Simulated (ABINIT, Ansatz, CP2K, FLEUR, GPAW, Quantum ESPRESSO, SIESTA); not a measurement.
## C (R-3m, 4 atoms in the cell) computed with different codes at matched settings

Self-consistent single point.

```yaml
crystal:
  lattice:
    - [1.23319, 0.71198, 8.28262]
    - [-1.23319, 0.71198, 8.28262]
    - [0.00000, -1.42396, 8.28262]
  atoms:
    - { symbol: C, position: [0.91283, 0.91283, 0.91283] }
    - { symbol: C, position: [0.08717, 0.08717, 0.08717] }
    - { symbol: C, position: [0.24615, 0.24615, 0.24615] }
    - { symbol: C, position: [0.75385, 0.75385, 0.75385] }
```

All programs got the same cell, k-point mesh and kind of occupations (in Ansatz's words: kpoints.mp_grid.grid = 8 8 8; scf.occupations.method = fermi_dirac; scf.occupations.width = 0.1 eV); potentials, basis and cutoffs are each program's usual ones.

```csv
code,model,pressure (GPa),largest force (eV/Å),k-points,cutoff
Quantum ESPRESSO,"LDA (PZ), PSlibrary ultrasoft (LDA, semicore) pseudopotentials",-5.45,0.005,65,45 Ry
GPAW,"LDA (Perdew-Wang 92), GPAW PAW datasets LDA (gpaw-data 1.0.1)",–,0.005,65,900 eV
FLEUR,"LDA (Vosko-Wilk-Nusair), all-electron FLAPW (FLEUR), scalar-relativistic valence",–,0.007,65,Kmax 4.7 1/bohr
ABINIT,"LDA (PW92), norm-conserving pseudopotentials (PseudoDojo nc-sr-04 LDA standard)",-5.20,0.005,65,41 Ha
CP2K,"LDA (Pade form), GPW, DZVP-MOLOPT-SR-GTH basis, GTH-PADE potentials (GTH_POTENTIALS)",-5.92,0.006,260,grid 400 Ry
SIESTA,"LDA PW92, numerical atomic orbitals DZP, PseudoDojo LDA standard norm-conserving potentials (rewritten from UPF to PSML)",2.74,0.004,296,grid 300 Ry
Ansatz,"LDA (PW92), default PAW files made with PBE",-6.69,0.005,65,420 eV
```

A dash marks a value that a program does not give, or that is left out as unsure.

The spread over the programs that give each value: pressure within 9.43 GPa; largest force within 0.003 eV/Å.

The starting cell comes from a database of computed structures (which also holds hypothetical and non-ambient phases and stackings), without a prior relaxation at this level. On Ansatz's run: In the base run, with a pressure of about -6 GPa the cell is away from its equilibrium volume at this level.

Why do the programs differ, and what cannot be compared?

Differences of this kind can come from the potentials, where these differ, and from what each basis and cutoff leave unconverged. The zero of total energies and Fermi levels follows the potentials and each program's conventions, so they are not compared here. CP2K and SIESTA use small atom-centred bases, whose incompleteness enters pressures, forces and empty levels differently from a plane-wave cutoff. FLEUR treats all electrons, but the usual bases taken here (sphere radii, linearisation, local orbitals, empty states) were not tested for convergence, so the values are no reference for the others. Ansatz's pressure is given at a fixed set of plane waves, as the other plane-wave codes print theirs; with its correction for the finite basis it is -6.12 GPa (the shift of 0.57 GPa shows how far the cutoff is from converged). The pressure of GPAW is left out: its cutoff lies under the one at which its stress was checked. The same LDA comes in different parametrisations, which differ slightly. The programs reduce the same mesh by symmetry to different extents, which changes the work and not the result. In the pressure, SIESTA (by 8.19) and Ansatz (by 1.25) lie more than 1 GPa from the median of the plane-wave programs.

This mesh misses zone-boundary points where a band edge of such crystals can lie, so no gaps are given.

Ansatz is a first-principles code.

Keys are those of Ansatz 0.2.
